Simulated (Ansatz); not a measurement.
**HfN: pressure series**

The reference is HfN in the rock salt structure (space group Fm-3m, No. 225; a = 4.5480 Å).

Cell and atoms are relaxed at each pressure.

Level of theory: PBE in Ansatz (plane waves to 420 eV, PAW, no spin-orbit coupling), earlier PAW set.

Notes on the quantities. enthalpy: H = E + PV relative to the base's energy.

```csv
case,enthalpy,shortest interatomic distance
base,–,227.4 pm
pressure −2 GPa,-0.15 eV/atom,228.0 pm
pressure −1 GPa,-0.07 eV/atom,227.7 pm
pressure 3 GPa,+0.22 eV/atom,226.6 pm
pressure 7 GPa,+0.51 eV/atom,…
pressure 15 GPa,+1.07 eV/atom,223.6 pm
pressure 30 GPa,+2.10 eV/atom,220.4 pm
pressure 50 GPa,+3.40 eV/atom,217.0 pm
pressure 75 GPa,+4.95 eV/atom,213.4 pm
pressure 100 GPa,+6.44 eV/atom,210.5 pm
```

Some entries are withheld; estimate them.


- pressure 7 GPa, shortest interatomic distance: 225.5 pm

Load acts through the strain it causes; cell and atoms are relaxed under it. Stability against distortions was not tested. No other phases were tried under pressure. All final runs are without spin polarisation. An odd electron count without spin: HfN.

Ansatz is a quantum-chemistry and plane-wave program.
